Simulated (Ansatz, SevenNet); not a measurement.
For AlB2-type ZrB₂, the machine-learned potential SevenNet-l3i5 (trained on PBE and PBE+U data) gives:

| Item | Result |
|---|---|
| lattice constant a | 3.177 Å |
| c axis length | 3.555 Å |

What does HSE06 in Ansatz (PAW) give for the same quantities?


- lattice constant a: 3.158 Å (drops by 0.6 %)
- lattice parameter c: 3.526 Å (shrinks by 0.8 %)

For comparison: lattice constant a 3.17 Å (measured, room temperature, no zero-point or thermal correction; as tabulated in Zhang et al. (2020), arXiv:1911.03307); lattice parameter c 3.532 Å (measured, room temperature, not corrected to a static lattice; as tabulated in Zhang et al. (2020), arXiv:1911.03307).

Changes are worked out from the printed values.

Unless a cell is named, each level is at its own relaxed cell (SevenNet-l3i5 10.36, HSE06 10.15 Å³/atom).

Ansatz's density-functional and Hartree–Fock values are scalar-relativistic unless marked +SOC, with PAW data made under PBE.

Ansatz is a program for electronic structure.
